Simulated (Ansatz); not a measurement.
A user runs Ansatz (a program for electronic structure) on Nb2Sn (P4/nmm, 6 atoms in the cell) and asks whether the run is sound. The aim is a self-consistent single point with DFT, PBE, plane waves, default PAW files.

Cell that was meant: a = 4.2997 Å, b = 4.2997 Å, c = 6.5607 Å, α = 90.00°, β = 90.00°, γ = 90.00°.

Part of the input:

```yaml
crystal:
  lattice:
    - [2.275305, 0.000000, 0.000000]
    - [0.000000, 2.275305, 0.000000]
    - [0.000000, 0.000000, 3.471766]
  atoms:
    - { symbol: Nb, position: [0.000000, 0.000000, 0.000000] }
    - { symbol: Nb, position: [0.500000, 0.500000, 0.000000] }
```

Output, abridged:

```
WARN ansatz: RAYON_NUM_THREADS=1 ignored (pool sized by the plan → 1); use --threads N
Pseudopotentials: kind: paw
   [... lines left out ...]
Symmetry: 16 space group operations
Space group: P4/nmm (ITA 129), of the structure as read, at distance tolerance 2.6e-5 Å
k-points: 60 of 486
Initial density: superposition of atomic densities (neutral atoms: chi_scale 0, normalization atom), corrected by the library's trained network
Initial wavefunctions: pseudopotential atomic-orbital guess
Eigensolver: davidson
Functional: x = pbe(κ = 0.804, μ = 0.2195149727645171), c = pbe(β = 0.06672455060314922)
SCF iter   1: F=—  HF=-34343.482319 eV  |F-HF|=—  |Δ(HF+E_count)|=         —  Δρ=1.18e1  dr2=7.83e3  ethr=1.77e-3  ⟨swp⟩=55.2  Hψ=60425  notcnv=0  defer=33
all-band conjugate gradients solve this SCF's bands
preconditioner: auto → LDOS
SCF iter   2: F=—  HF=-29757.653346 eV  |F-HF|=—  |Δ(HF+E_count)|=    4.59e3  S|Δr|=    0.00e0  Δρ=3.01e0  dr2=8.45e2  ethr=1.77e-3  ⟨swp⟩=38.6  Hψ=83763  notcnv=18  defer=274
   [... lines left out ...]
SCF iter   9: F=—  HF=-29410.904777 eV  |F-HF|=—  |Δ(HF+E_count)|=   5.95e-4  S|Δr|=    0.00e0  Δρ=1.13e-4  dr2=1.14e-6  ethr=1.52e-8  ⟨swp⟩=17.7  Hψ=18718  notcnv=24  defer=101
SCF iter  10: F=—  HF=-29410.904919 eV  |F-HF|=—  |Δ(HF+E_count)|=   1.41e-4  S|Δr|=    0.00e0  Δρ=2.03e-5  dr2=2.64e-8  ethr=1.00e-12  ⟨swp⟩=31.9  Hψ=121347  notcnv=0
SCF iter  11: F=-29410.904919 eV  HF=-29410.904919 eV  |F-HF|=8.22e-10  |Δ(HF+E_count)|=   1.07e-8  S|Δr|=    0.00e0  Δρ=2.59e-6  dr2=1.06e-9  ethr=3.30e-11  ⟨swp⟩=16.1  Hψ=32750  notcnv=0
SCF 1 converged in 11 iterations: F = -29410.904919 eV  dr2 = 1.06e-9
Stability not checked (fill_not_monotonic)
Free energy (F): -29410.904919 eV
Internal energy: -29410.898295 eV  (E = F + TS)
E sigma→0 (E₀):  -29410.902711 eV
Entropy (-TS):   -0.006624 eV (-1.104 meV/atom)
Fermi energy:    107.614317 eV
--- Forces (eV/Å), atoms counted from 1 ---
  atom   1  Nb     0.00000000     0.00000000    -0.00000000
  atom   2  Nb     0.00000000     0.00000000     0.00000000
  atom   3  Nb     0.00000000     0.00000000   131.19670444
   [... lines left out ...]
  atom   6  Sn     0.00000000     0.00000000   142.20868570
--- Stress (GPa, compression-positive) ---
    13801.794940       0.000000       0.000000
        0.000000   13801.794940       0.000000
        0.000000       0.000000   14807.683787
  P = ⅓ Tr σ = 14137.0912 GPa (141370.912 kbar)
  The stress holds the Pulay correction. Without it, at fixed plane waves, as pw.x and ABINIT print it: P = 14076.2109 GPa
```

Task: Is this run sound? If not, what is wrong?

Result: The run is not sound. The fault is this: lattice multiplied by the bohr radius once too often. 1 bohr is 0.529 Å, so a mix-up scales every length by 1.89 or 0.529 and the volume by 6.75 or 0.148. To fix it, give the lengths in the unit that the key or card expects. The run converged in 11 iterations without an error; against the sound input the free energy rises by 141 eV/atom, the pressure goes from 9.11 to 14140 GPa and the largest force goes from 0.879 to 142.2 eV/Å.

The sound input it was made from differs as follows (other fixes are possible):
```diff
-    - [2.275305, 0.000000, 0.000000]
-    - [0.000000, 2.275305, 0.000000]
-    - [0.000000, 0.000000, 3.471766]
+    - [4.299704, 0.000000, 0.000000]
+    - [0.000000, 4.299704, 0.000000]
+    - [0.000000, 0.000000, 6.560687]
```

With that input, the run converged in 7 iterations: free energy E − TS (on the zero of these files) -30256.3907 eV; Fermi level (on the code's own zero) 15.42 eV; pressure 9.11 GPa; largest force (vector length) 0.879 eV/Å (DFT, PBE, plane waves, default PAW files).

On the sound input: the starting cell was generated: these elements placed on a structure prototype, without a prior relaxation; it need not be a known phase or ordering of this composition. Spin polarisation is off. With a pressure of about 9 GPa the cell is away from its equilibrium volume at this level. Ansatz's pressure includes its estimate of the finite-basis (Pulay) stress.
